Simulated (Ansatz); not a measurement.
Band structure of SiO2 (P4_2/mnm, 6 atoms in the cell).

```
CELL_PARAMETERS angstrom
      4.29286     0.00000     0.00000
      0.00000     4.29286     0.00000
      0.00000     0.00000     2.73147
ATOMIC_POSITIONS crystal
  Si 0.50000 0.50000 0.50000
  Si 0.00000 0.00000 0.00000
  O  0.69316 0.69316 0.00000
  O  0.30684 0.30684 0.00000
  O  0.80684 0.19316 0.50000
  O  0.19316 0.80684 0.50000
```

Method: PBE (plane waves, PAW; Ansatz, a quantum-chemistry and plane-wave program).

Settings: basis.ecutwfc = 420 eV; kpoints.mp_grid.grid = 8 8 12; hamiltonian.xc = pbe; hamiltonian.pseudopotentials = {kind: paw} (the program's default PAW files); scf.occupations.method = fixed; kpoints.band_path.npoints = 8.

The starting cell comes from a database of computed structures (which also holds hypothetical and non-ambient phases and stackings), without a prior relaxation at this level. Its lattice was rescaled by a random factor within 2.5 % of one.

Q: Predict the gap along the standard path and the places of the band edges.

A: The gap along the path is 4.32 eV, direct at Γ to within 0.01 eV.

Levels in eV from the top of the valence band on the path, bands 13 to 20:
```json
[
 {"point": "Γ", "13": "-2.45", "14": "-0.83", "15": "-0.83", "16": "0.00", "17": "4.32", "18": "6.41", "19": "7.94", "20": "7.94"},
 {"point": "X", "13": "-2.53", "14": "-2.53", "15": "-1.00", "16": "-1.00", "17": "6.73", "18": "6.73", "19": "8.57", "20": "8.57"},
 {"point": "M", "13": "-2.46", "14": "-2.46", "15": "-2.03", "16": "-2.03", "17": "6.51", "18": "6.51", "19": "9.39", "20": "9.39"},
 {"point": "Z", "13": "-2.69", "14": "-2.69", "15": "-2.42", "16": "-2.42", "17": "8.09", "18": "8.09", "19": "11.76", "20": "11.76"},
 {"point": "R", "13": "-2.10", "14": "-2.10", "15": "-1.57", "16": "-1.57", "17": "7.97", "18": "7.97", "19": "9.03", "20": "9.03"},
 {"point": "A", "13": "-1.64", "14": "-1.64", "15": "-1.39", "16": "-1.39", "17": "6.33", "18": "6.33", "19": "10.38", "20": "10.38"}
]
```

Keys are those of Ansatz 0.2.
